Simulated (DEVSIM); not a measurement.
System: abrupt Si p-n junction, at 350 K.

```
layer (left to right)  material  thickness (μm)  Nd (cm⁻³)  Na (cm⁻³)  τn (s)  τp (s)
---------------------  --------  --------------  ---------  ---------  ------  ------
1                            Si           0.420          -     1.4e17  0.0001  0.0001
2                            Si            6.90     1.6e15          -  0.0001  0.0001
```

Left contact: ohmic. Right contact: ohmic. Voltage is applied to the left contact. Recombination: SRH at mid-gap, Auger. Mobility is μmin + (μ − μmin)/(1 + (N/Nref)^α).

The device is made up for the run: typed textbook-type constants, with dimensions and the other settings drawn at random. Values at 300 K; Nc and Nv go as T^1.5, mobilities as T to minus their exponent, the gap by Varshni's rule with the affinity fixed.

```csv
parameter,Si
gap (eV),1.124
affinity (eV),4.05
permittivity,11.7
Nc (cm⁻³),2.86e19
Nv (cm⁻³),3.1e19
μn (cm²/Vs),1417
μp (cm²/Vs),470
"μn,min",52
"μp,min",45
"Nref,n",9.7e16
"Nref,p",2.2e17
αn,0.68
αp,0.72
T exponent of μn,2.3
T exponent of μp,2.2
Cn (cm⁶/s),2.8e-31
Cp (cm⁶/s),9.9e-32
Varshni α (eV/K),0.000473
Varshni β (K),636
```

Model (solved in DEVSIM): 1D drift-diffusion, Boltzmann statistics, complete ionisation; no tunnelling, impact ionisation, image-force lowering or self-heating.

Q: Tabulate band edges, carrier densities and field at -20.0 V on the left contact.

A: Energies count from the Fermi level of the right contact; mesh points crowd at the junctions.

| x (μm) | Ec (eV) | Ev (eV) | n (cm⁻³) | p (cm⁻³) | field (V/cm) |
|---|---|---|---|---|---|
| 0.000 | 20.941 | 19.830 | 1000000 | 1.4e17 | ≈ 0 |
| 0.02126 | 20.941 | 19.830 | 960000 | 1.4e17 | ≈ 0 |
| 0.05910 | 20.941 | 19.830 | 860000 | 1.4e17 | ≈ 0 |
| 0.1265 | 20.941 | 19.830 | 680000 | 1.4e17 | ≈ 0 |
| 0.2694 | 20.941 | 19.830 | 280000 | 1.4e17 | ≈ 0 |
| 0.3474 | 20.939 | 19.828 | 79000 | 1.3e17 | -1800 |
| 0.3911 | 20.878 | 19.768 | 16000 | 1.8e16 | -40000 |
| 0.4210 | 20.668 | 19.557 | 4100 | 1.6e13 | -100000 |
| 0.4440 | 20.438 | 19.327 | 4100 | 8.1e9 | -100000 |
| 0.4879 | 20.002 | 18.891 | 4300 | 120000 | -99000 |
| 0.5720 | 19.181 | 18.071 | 4500 | 120000 | -97000 |
| 0.8085 | 16.967 | 15.856 | 5400 | 130000 | -91000 |
| 1.185 | 13.725 | 12.614 | 6900 | 140000 | -81000 |
| 1.905 | 8.502 | 7.391 | 11000 | 170000 | -64000 |
| 3.870 | 0.784 | -0.326 | 1.8e8 | 600000 | -15000 |
| 5.528 | 0.302 | -0.808 | 1.6e15 | 3.3e7 | ≈ 0 |
| 6.394 | 0.302 | -0.808 | 1.6e15 | 6.0e7 | ≈ 0 |
| 6.848 | 0.302 | -0.808 | 1.6e15 | 7.4e7 | ≈ 0 |
| 7.141 | 0.302 | -0.808 | 1.6e15 | 8.4e7 | ≈ 0 |
| 7.238 | 0.302 | -0.808 | 1.6e15 | 8.7e7 | ≈ 0 |
| 7.288 | 0.302 | -0.808 | 1.6e15 | 8.8e7 | ≈ 0 |
| 7.320 | 0.302 | -0.808 | 1.6e15 | 8.9e7 | ≈ 0 |
